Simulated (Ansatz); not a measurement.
Ansatz (an electronic-structure program) run on MnZn3 (Pm-3m, 4 atoms in the cell): relaxation of cell and atoms.

Method of the run: PBEsol, default PAW files made with PBE (plane waves; Ansatz).

```
MnZn3
1.0
    3.72623     0.00000     0.00000
    0.00000     3.72623     0.00000
    0.00000     0.00000     3.72623
Mn Zn
1 3
Cartesian
  0.00000   0.00000   0.00000
  0.00000   1.86311   1.86311
  1.86311   0.00000   1.86311
  1.86311   1.86311   0.00000
```
Moments meant for the start (each program seeds them in its own way; μB, in the order of the atoms Mn Zn Zn Zn): 4.0 0.0 0.0 0.0.

Reference input (self-consistent single point, DFT, PBEsol, plane waves, default PAW files made with PBE): kpoints.mp_grid.grid = 6 6 6; hamiltonian.xc = pbesol; hamiltonian.pseudopotentials = {kind: paw} (the program's default PAW files); magnetization.spin_polarized = true; scf.occupations.method = fermi_dirac; scf.occupations.width = 0.1 eV. This run's input differs from it in these lines:

```diff
@@ -20,2 +20,4 @@
   occupations: { method: fermi_dirac, width: 0.1 eV }
+relax:
+  cell: {}
 output:
```

The program printed (abridged):

```
   [... SCF lines of the steps left out ...]
relax step   1: F+E_penalty+E_count = -13711.55471078 eV  Δ(F+E_penalty+E_count) = +0.000e0 eV  max|allowed force component| = 2.501e-29 eV/Å  Δτ_max = 0.0000 Å  P = +0.158 GPa  Ω = 51.738 Å³  (14 SCF iters, dr2 threshold 1.00e-7 eV, accepted)
relax step   2: F+E_penalty+E_count = -13711.55471759 eV  Δ(F+E_penalty+E_count) = -6.811e-6 eV  max|allowed force component| = 1.095e-29 eV/Å  Δτ_max = 0.0000 Å  P = +0.073 GPa  Ω = 51.781 Å³  energy of the carried Pulay correction = -2.419e-5 eV  [...]
relax step   3: F+E_penalty+E_count = -13711.55470533 eV  Δ(F+E_penalty+E_count) = +1.227e-5 eV  max|allowed force component| = 1.311e-29 eV/Å  Δτ_max = 0.0000 Å  P = +0.000 GPa  Ω = 51.818 Å³  energy of the carried Pulay correction = -4.484e-5 eV  [...]
relax step   4: F+E_penalty+E_count = -13711.55476832 eV  Δ(F+E_penalty+E_count) = -6.299e-5 eV  max|allowed force component| = 8.776e-30 eV/Å  Δτ_max = 0.0000 Å  P = -0.000 GPa  Ω = 51.818 Å³  stress off target by 1.33e-4 GPa  SCF on the basis [...]
basis re-selected at this cell: Δ(F+E_penalty+E_count) = -6.299e-5 eV, ΔP = -0.001 GPa vs the last step
the relaxation is at rest under the 48 symmetry operations that the run kept from its start: a minimum is not shown …
the relaxation's final electronic state is not compared with the one that a single-point calculation of its input finds at the relaxed geometry …
Magnetization: 2.3259 μB (26.6629 up, 24.3371 down)
   [... lines left out ...]
Absolute magnetization: 2.9583 μB (∫|ρ↑−ρ↓|, with the PAW one-centre terms)
Free energy (F): -13711.554768 eV
Fermi energy:    13.791441 eV
  cell:  # Å, volume = 51.8176 Å³
   [... lines left out ...]
    - [-2.407412430484045e-35, -6.018531076210112e-36, 3.728140941919519]
  atoms:
    - { symbol: Mn, position: [-1.2618601585901598e-38, 1.472170188143363e-38, -3.15465039543462e-39] }
    - { symbol: Zn, position: [3.785580484485544e-38, 0.5, 0.5] }
    - { symbol: Zn, position: [0.5, -1.8927902410316922e-38, 0.5] }
    - { symbol: Zn, position: [0.5, 0.5, 1.3670151749459838e-38] }
```

The run converged. 

Summary of the result:
| Property | Result |
|---|---|
| Free energy E − TS (on the zero of these files) | -13711.5548 eV |
| Fermi level (on the code's own zero) | 13.79 eV |
| Pressure | 0.00 GPa |
| Size of the cell's spin moment | 2.33 μB |
| Final cell | a = b = c = 3.7281 Å, α = β = γ = 90.00° |
| Final volume per atom | 12.95 Å³ |
| Relaxation steps | 4 |

The starting cell comes from a database of computed structures (which also holds hypothetical and non-ambient phases and stackings), without a prior relaxation at this level. Its lattice was rescaled by a random factor within 2.5 % of one. With one magnetic atom in the cell only a parallel order is possible. The relaxation keeps the symmetry of its start, so its end need not be a minimum. Ansatz's pressure includes its estimate of the finite-basis (Pulay) stress.

Keys are those of Ansatz 0.2.
